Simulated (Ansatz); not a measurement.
ZnGa₂S₄ (I-4, No. 82; cell taken from a computed entry)

These are PBE0 in Ansatz (plane waves, PAW) values and carry that method's errors.

Numerical settings: plane-wave cutoff 460 eV, 6×6×6 k mesh, Fermi–Dirac smearing 0.01 eV, scalar-relativistic PAW data made under PBE.

Cell (relaxed with PBEsol):

Space group I-4 (No. 82); a = b = 5.2596 Å, c = 10.3311 Å, α = β = γ = 90.00°

| atom | site | symmetry | x | y | z |
|---|---|---|---|---|---|
| Zn | 2d | -4.. | 0.5000 | 0.0000 | 0.2500 |
| Ga | 2a | -4.. | 0.0000 | 0.0000 | 0.0000 |
| Ga | 2c | -4.. | 0.0000 | 0.5000 | 0.2500 |
| S | 8g | 1 | 0.2564 | 0.2630 | 0.1181 |
(The calculation used a cell of 7 atoms; values per cell refer to that cell.)

| Quantity | Result |
|---|---|
| band gap | 4.25 eV (on the SCF k mesh) (direct) |

Measured, for comparison: band gap 3.4 eV (temperature not stated, not corrected to a static lattice; as tabulated in Kim et al. (2020), doi:10.1038/s41597-020-00723-8).

Note: cell and atoms aren't relaxed at this level (pressure 1.4 GPa).

Spin–orbit coupling is not included.

Computed values are for the static lattice.

It cost about 10 core-minutes (a rough figure) of CPU time.

Ansatz is a first-principles code.
